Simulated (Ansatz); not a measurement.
Structure of amorphous Al₁₂As₁₂Te₃₆ (periodic cell):

```xyz
60
Lattice="11.5598 0.1406 0.4645 0.1406 11.8311 0.3352 0.4645 0.3352 12.7397" Properties=species:S:1:pos:R:3 pbc="T T T"
Al     5.7471     3.6459     4.9975
Al    11.8298     0.3450     8.1786
Al    11.7765     3.6455    12.2651
Al    10.7079     9.1085     3.2369
Al     5.0719     8.1169    10.6685
Al     6.8914     4.8338     8.9324
Al    10.5361     5.5635     3.7747
Al     2.0159    11.6919    10.9797
Al     6.2432     1.6561     1.3921
Al     6.8521     9.9255     2.6436
Al     3.6365     6.5561     7.3318
Al     6.4296     9.5147     6.1837
As    10.1120    12.2057    11.4754
As     8.5109    11.0986     9.8348
As    11.2697     3.5198     2.5530
As     1.3238     0.3668     5.4581
As     2.0666    10.8777     3.6226
As     2.2129     1.3558     8.7044
As     3.7944    11.1228     7.9385
As     2.0726     3.3009     2.9627
As     6.2374    11.6138     7.5287
As     8.1977     2.0222    12.0685
As     3.1896     1.1272     2.6323
As     2.0151     2.7864     5.4187
Te     9.9128     7.0878     1.4971
Te     7.8520     3.7059     6.5923
Te     9.2173     4.5260    12.3660
Te     0.9563     1.1778    12.7006
Te    11.1402     3.9524     6.2149
Te     7.1612     7.3524     2.0548
Te     4.4120     4.0226     8.0245
Te    10.7367     9.8311     8.8860
Te     6.0858     7.5819     8.0837
Te     0.8638     7.2044     4.0386
Te     6.4802     2.3454    10.1236
Te     9.0181     8.8591     5.5462
Te     6.5027    10.9912    12.9286
Te     5.9195     5.6950    11.6810
Te     8.0054     6.2788     4.7689
Te     4.3676     1.6882    12.8560
Te     6.4701     4.0187     2.4471
Te     4.7585     9.2659     4.1474
Te     7.4558     0.4074     3.4626
Te     0.6800     6.2568     6.8383
Te     2.3825     8.9635     6.9802
Te     9.3378     5.7117     9.7997
Te     0.7744     3.6340     9.2279
Te    11.0838    11.8974     4.3999
Te     4.5024    10.7605    10.4836
Te     2.5767     7.0157     9.8741
Te     1.5246     9.3052     1.1200
Te     1.0163     5.0600     0.4080
Te     5.0160     1.0433     5.0516
Te     4.1126     5.6634     4.8414
Te     3.4667     4.3331    10.7383
Te     7.7367     8.8074    11.4226
Te    12.0380     9.6819    11.5581
Te     9.3555    10.8869     1.7290
Te     3.6908     7.3822     0.4705
Te     9.7530     1.8342     8.8345
```

Calculation: PBE-D3(BJ), scalar-relativistic without spin-orbit coupling, PAW (Ansatz default set, large-core Te) (plane waves to 420 eV; Ansatz, a quantum-chemistry and plane-wave program).

The cell was made by melting and quenching with the CHGNet potential and then relaxed with DFT. The hot cell started wider than the set density and was brought back towards it in steps. It is the lowest in DFT energy of 3 quenches. It is a model cell: composition and starting density were chosen by hand, and all elements were melted together. The geometry includes D3(BJ) dispersion. Its density started from a set value of 5.21 and ended at 5.56 g/cm³. Cooling (nominally 120 K/ps over its main leg) ran many orders faster than in experiment, which tends to leave more defects and strain. A cell of this size samples the disorder only roughly. Volume and shape were free in the relaxation. On a 2×2×2 Γ-centred mesh force components of up to 0.21 eV/Å stay, since the relaxation ran on one k-point at (1/4, 1/4, 1/4).

Bonds are counted up to Al-Al 2.90 Å, Al-As 2.74 Å, Al-Te 3.16 Å, As-As 2.92 Å, As-Te 2.88 Å, Te-Te 3.31 Å.

Question: Give the coordination numbers, mean bond lengths and angles.

Answer: 
```
Item                                                              Value
-----------------------  ----------------------------------------------
Mean coordination of Al             4.83 (6 with 4, 2 with 5, 4 with 6)
Mean coordination of As             3.25 (1 with 2, 7 with 3, 4 with 4)
Mean coordination of Te  3.03 (8 with 2, 20 with 3, 7 with 4, 1 with 5)
Mean Al-Te bond                    2.751 Å (spread 0.112 Å, 52 counted)
Mean Te-Te bond                    3.026 Å (spread 0.134 Å, 22 counted)
Mean As-As bond                    2.556 Å (spread 0.075 Å, 10 counted)
Mean As-Te bond                    2.701 Å (spread 0.043 Å, 13 counted)
Bond angle at Al                              mean 106.8°, spread 26.5°
Bond angle at As                               mean 99.9°, spread 19.7°
Bond angle at Te                               mean 98.6°, spread 25.5°
```
